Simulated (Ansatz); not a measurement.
The starting structures come from a database of crystals and need not be the phases stable at ambient conditions.

Tunnelling through a barrier is set by its complex band structure: the current falls as exp(−2κd) with the smallest κ.

```
CELL_PARAMETERS angstrom
      6.77603     0.00000     0.00000
      0.00000     7.38078     0.00000
      3.38802    -3.03535     5.04981
ATOMIC_POSITIONS crystal
  Al 0.44644 0.87127 0.91640
  Al 0.63716 0.37127 0.91640
  Al 0.13474 0.88268 0.59932
  Al 0.26594 0.38268 0.59932
  Se 0.08757 0.01142 0.00420
  Se 0.90823 0.51142 0.00420
  Se 0.75841 0.98686 0.65602
  Se 0.58557 0.48686 0.65602
  Se 0.42845 0.99777 0.32426
  Se 0.24729 0.49777 0.32426
```

The cell is taken as given.

Transport runs along the normal of the first two printed cell vectors.

The gap is the functional's own. No spin-orbit coupling. Mid-gap values are those at the computed energy nearest the middle.

Task: Compute, with PBEsol run with Ansatz (a program for electronic structure), the band gap and the smallest decay constant κ at mid-gap.

Result: Gap 1.84 eV on a 6×6×6 mesh; κ = 0.173 1/Å, at the zone centre.
